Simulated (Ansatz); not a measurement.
An Ansatz (an electronic-structure program) input (PBEsol (Ansatz; PAW; 420 eV plane waves; spin-orbit coupling left out)):

Ansatz 0.2 input:
```yaml
crystal:
  lattice:
    - [0, 1.9262443452, 1.9262443452]
    - [1.9378715746, -0.0116272294, 1.9378715746]
    - [1.9378715746, 1.9378715746, -0.0116272294]
  atoms:
    - { symbol: Pd, position: [0, 0, 0] }
basis: { ecutwfc: 420, ecutrho_ratio: 4, xc_grid: 2, fft_grid_basis: typed }
kpoints: { mp_grid: { grid: [21, 21, 21] } }
hamiltonian:
  xc: pbesol
  dispersion: none
  pseudopotentials: { kind: paw }
scf: { occupations: { method: fermi_dirac, width: 0.05 }, convergence: { dr2_threshold: 0.0000000001 } }
relax: { f_tol: 0.005, max_steps: 50 }
output: { forces: true, stress: true }
checkpoint: { write: state.ck, write_every: 1000 }
```

Problem. Which symmetry and how many k-points will the program report, and about how many plane waves at Γ?

Solution. Space group Immm (ITA 71) with 8 operations, k-points 1331 of 9261, and 283 plane waves at Γ.

The cells carry an imposed strain or load. Whether these cells are dynamically stable was not tested. All final runs are without spin polarisation. The cell was made from Pd in the fcc (Cu type) structure (space group Fm-3m, No. 225) by this change: tensor shear ε_yz = −0.60 %.
